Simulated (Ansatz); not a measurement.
Levels about the gap of amorphous Zr$_{20}$O$_{41}$Ba (62 atoms in a cell of 815 Å³, 5.33 g/cm³; zone centre alone, so wide bands show as single levels with stretches between that a denser mesh fills), at the geometry that PBE relaxed, where it gives 0.0 GPa on a denser mesh. The participation number counts the atoms over which a state spreads; weights are charges in smoothed Voronoi cells. The levels come from a single point, so bond lengths are those of that geometry. Method of the levels: r2SCAN, scalar-relativistic without spin-orbit coupling (Ansatz, an electronic-structure program). Sampling: the zone centre alone; Fermi-Dirac width 0.02 eV; no spin polarisation.

Preparation: random packing, a CHGNet melt and quench, and a DFT relaxation. O atoms were pushed apart under 1.9 Å during the dynamics, to hinder bonds among them. The hot cell started wider than the set density and was brought back towards it in steps. It is the lowest in DFT energy of 2 quenches. It is a model cell: composition and starting density were chosen by hand, and all elements were melted together. No dispersion term was used. Its density started from a set value of 5.35 and ended at 5.33 g/cm³. The quench (nominally 450 K/ps over its main leg) was far faster than any real one, so the model tends to hold more defects than a real film. A cell of this size samples the disorder only roughly. Volume and shape were free in the relaxation.

```tsv
E - E(highest filled), eV	filling	participation number	largest on	weight O	weight Zr	weight Ba
-0.39	filled	18.4	O, 3 neighbours	0.94	0.06	0.00
-0.36	filled	12.1	O, 3 neighbours	0.94	0.06	0.00
-0.32	filled	22.9	O, 3 neighbours	0.95	0.05	0.00
-0.27	filled	19.7	O, 3 neighbours	0.94	0.05	0.00
-0.20	filled	11.4	O, 3 neighbours	0.94	0.05	0.00
-0.09	filled	11.5	O, 4 neighbours	0.94	0.05	0.00
0.00	filled	12.0	O, 4 neighbours	0.96	0.04	0.00
3.98	empty	11.6	Zr, 7 neighbours	0.35	0.65	0.00
4.24	empty	24.7	Zr, 8 neighbours	0.35	0.65	0.00
4.37	empty	16.4	Zr, 8 neighbours	0.31	0.68	0.00
4.41	empty	24.3	Zr, 6 neighbours	0.33	0.66	0.00
4.47	empty	18.9	Zr, 7 neighbours	0.34	0.66	0.00
4.50	empty	29.2	Zr, 8 neighbours	0.34	0.66	0.00
4.57	empty	32.0	Zr, 8 neighbours	0.32	0.68	0.00
```

Most localised among these is the filled level at -0.20 eV, on a O atom, which has 3 neighbours (Zr 2.01 Å, Zr 2.08 Å, Zr 2.20 Å).
